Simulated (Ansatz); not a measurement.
L1₂ (Cu3Au-type) Ni3Si

Level of theory: LDA (Ansatz, a first-principles code, PAW).

Numerical settings: plane-wave cutoff 520 eV, 16×16×16 k mesh, Fermi–Dirac smearing 0.05 eV, no spin polarisation, scalar-relativistic PAW data made under PBE.

Cell: relaxed at this level.

- equilibrium volume per atom = 10.07 Å³/atom
- bulk modulus B0 = 259 GPa
- equilibrium lattice constant a = 3.428 Å
- band gap = none
- pressure derivative B′ of the bulk modulus = 4.7

Measured, for comparison: equilibrium volume per atom 10.81 Å³/atom, lattice constant a 3.510 Å (temperature not stated, not corrected to a static lattice; as tabulated in Metallic Nickel Silicides: Experiments and Theory for NiSi and First Principles …). Computed (rounded) less measured: equilibrium volume per atom -6.8 %, lattice constant a -2.3 %.
